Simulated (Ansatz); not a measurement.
# CuSe2 (space group Pnnm, No. 58)

```cif
data_Cu2Se4
_chemical_formula_sum 'Cu2 Se4'
_space_group_name_H-M_alt 'Pnnm'
_space_group_IT_number 58
_space_group_name_Hall '-P 2 2n'
_cell_length_a 4.96292
_cell_length_b 6.11372
_cell_length_c 3.72159
_cell_angle_alpha 90.000
_cell_angle_beta 90.000
_cell_angle_gamma 90.000
loop_
_atom_site_label
_atom_site_type_symbol
_atom_site_symmetry_multiplicity
_atom_site_Wyckoff_symbol
_atom_site_fract_x
_atom_site_fract_y
_atom_site_fract_z
_atom_site_occupancy
Cu1 Cu 2 a 0.00000 0.00000 0.00000 1
Se1 Se 4 g 0.18968 0.38337 0.00000 1
```

Calculations: Kohn–Sham DFT with the PBEsol functional, run in Ansatz (a first-principles code) with PAW and 420 eV plane waves, scalar-relativistic without spin-orbit coupling. Γ-centred 10×8×13 mesh, Fermi–Dirac width 0.05 eV.

Volume per atom: 18.82 Å³
Density: 6.51 g/cm³
Band gap: zero
Total energy: -5812.505 eV/atom (σ→0; compares only within this code and set-up)

Stability against distortions was not tested. All final runs are without spin polarisation.
